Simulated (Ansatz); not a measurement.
Start from CaF$_{2}$ in the rutile structure (space group P4_2/mnm, No. 136; a hypothetical phase, not in the database extracts checked).

```
CaF2
1.0
    5.15499     0.00000     0.00000
    0.00000     5.15499     0.00000
    0.00000     0.00000     3.54121
Ca F
2 4
Cartesian
  0.00000   0.00000   0.00000
  2.57750   2.57750   1.77060
  1.58525   1.58525   0.00000
  4.16275   0.99224   1.77060
  0.99224   4.16275   1.77060
  3.56974   3.56974   0.00000
```

Levels (all Ansatz, a program for electronic structure, PAW): PBEsol (420 eV, no spin-orbit coupling); HSE06 (420 eV, no SOC).

The geometry is relaxed with PBEsol.

| Item | Result |
|---|---|
| PBEsol band gap | 6.83 eV |

### Question
How does going to HSE06 change the band gap?

### Answer
The band gap goes up by 2.20 eV, from 6.83 eV to 9.03 eV.

Single points use the geometry relaxed with PBEsol. Whether these cells are dynamically stable was not tested.
